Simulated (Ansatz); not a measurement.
Fluorite AuAl₂ was calculated with PBE (plane waves, PAW; Ansatz, an electronic-structure program).

Numerical settings: plane-wave cutoff 520 eV, 12×12×12 k mesh, Fermi–Dirac smearing 0.1 eV, perturbation theory, scalar-relativistic PAW data made under PBE.

The cell has the measured lattice parameters. Conventional cell: a = 6.0000 Å, b = 6.0000 Å, c = 6.0000 Å, α = 90.00°, β = 90.00°, γ = 90.00°.

```
Al2Au
1.0
    0.00000     3.00000     3.00000
    3.00000     0.00000     3.00000
    3.00000     3.00000     0.00000
Al Au
2 1
Direct
  0.75000   0.75000   0.75000
  0.25000   0.25000   0.25000
  0.00000   0.00000   0.00000
```

Harmonic phonon frequencies (cm⁻¹; i marks an imaginary mode):

| q point | frequencies |
|---|---|
| Γ | 0 0 0 233 233 233 266 266 266 |
| X | 87 87 124 211 218 218 298 305 305 |
| L | 58 58 122 254 254 268 268 276 288 |
| W | 88 104 104 211 218 271 271 304 326 |

No imaginary mode appears at these points.

Note: the cell isn't this level's own, so it is under some stress, which shifts stiffness and frequencies.
